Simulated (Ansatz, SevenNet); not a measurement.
How the formation enthalpy of Al2Cu (I4/mcm, No. 140) moves with the method

No measured value is used here.

```json
[
 {"level (code)": "SevenNet-0", "value (eV/atom)": "-0.172"},
 {"level (code)": "LDA (Ansatz)", "value (eV/atom)": "-0.189"},
 {"level (code)": "PBE (Ansatz)", "value (eV/atom)": "-0.163"},
 {"level (code)": "PBEsol (Ansatz)", "value (eV/atom)": "-0.175"},
 {"level (code)": "RPBE (Ansatz)", "value (eV/atom)": "-0.152"},
 {"level (code)": "PBE-D3(BJ) (Ansatz)", "value (eV/atom)": "-0.144"},
 {"level (code)": "PBE-D4 (Ansatz)", "value (eV/atom)": "-0.146"},
 {"level (code)": "PBEsol-D3(BJ) (Ansatz)", "value (eV/atom)": "-0.158"},
 {"level (code)": "r²SCAN (Ansatz)", "value (eV/atom)": "-0.160"},
 {"level (code)": "r²SCAN-D4 (Ansatz)", "value (eV/atom)": "-0.154"},
 {"level (code)": "HSE06 (Ansatz)", "value (eV/atom)": "-0.150"}
]
```

HSE06: exact exchange on metals is sensitive to the k mesh and can open a false gap. HSE06: the run warned that the count of filled bands differs between k points. Each level is taken at its own relaxed cell. Cutoffs differ between the levels. Ansatz's density-functional and Hartree–Fock values are scalar-relativistic unless marked +SOC, with PAW data made under PBE.

Machine-learned potentials (SevenNet-0) are trained on DFT data: a solid inside that data is no test of them.

Ansatz is a quantum-chemistry and plane-wave program.
